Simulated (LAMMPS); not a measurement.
LAMMPS input (MD with a machine-learned potential, pair style snap, file Ni_Zuo_JPCA2020.quadratic.snap):

```
units metal
atom_style atomic
atom_modify map array
boundary p p p
read_data cell.data
replicate 3 3 3
pair_style snap
pair_coeff * * Ni_Zuo_JPCA2020.quadratic.snapcoeff Ni_Zuo_JPCA2020.quadratic.snapparam Ni
mass 1 58.6934
neighbor 1.5 bin
neigh_modify every 1 delay 0 check yes one 6000 page 200000
timestep 0.002
compute xu all property/atom xu yu zu
thermo_style custom step temp pe etotal enthalpy press vol lx ly lz
thermo_modify norm no flush no
thermo 1000
fix br all box/relax aniso 0 vmax 0.001
min_style cg
minimize 0 0.0001 3000 15000
unfix br
velocity all create 864 7215398 dist gaussian mom yes
fix md0 all npt temp 864 2764.8 0.1 iso 30000 30000 1.0 drag 2.0
run 1500
unfix md0
fix md0 all npt temp 2764.8 2764.8 0.1 iso 30000 30000 1.0 drag 2.0
run 1000
unfix md0
fix md0 all npt temp 2764.8 2764.8 0.1 iso 30000 30000 1.0
run 3000
unfix md0
fix md0 all nvt temp 2590 2590 0.1
run 1500
unfix md0
fix md0 all npt temp 2590 2590 0.1 iso 0 0 1.0
run 10000
unfix md0
fix md0 all npt temp 2590 300 0.1 iso 0 0 1.0
run 114475
unfix md0
fix md0 all npt temp 300 300 0.1 iso 0 0 1.0
run 5000
unfix md0
fix md0 all npt temp 300 300 0.1 iso 0 0 1.0
run 10000
unfix md0
fix md0 all nvt temp 300 300 1.0
run 5000
unfix md0
fix md0 all nve
run 1666
unfix md0
compute vor all voronoi/atom edge_histo 6 edge_threshold 0.1 face_threshold 0.1 neighbors no
compute vs all reduce sum c_vor[1]
thermo_style custom step pe c_vs
run 0
thermo_style custom step temp pe etotal enthalpy press vol lx ly lz
fix br all box/relax iso 0 vmax 0.001
min_style cg
minimize 0 0.0001 5000 25000
unfix br
```

cell.data:

```
Ni4

4 atoms
1 atom types

0 3.520000 xlo xhi
0 3.520000 ylo yhi
0 3.520000 zlo zhi

Masses

1 58.6934 # Ni

Atoms # atomic

1 1 0.000000 0.000000 0.000000
2 1 0.000000 1.760000 1.760000
3 1 1.760000 0.000000 1.760000
4 1 1.760000 1.760000 0.000000
```

Q: What does the simulation give for the state found, the enthalpy per atom, the first peak of g(r), the coordination number?

A: state found: crystallised; enthalpy per atom: -5.654 eV (one sample); first peak of g(r): 2.49 Å, height 8.5; coordination number: 11.7 (counted to 3.06 Å).

Caution: the cell keeps the atom count and shape of the starting crystal, which eases freezing.
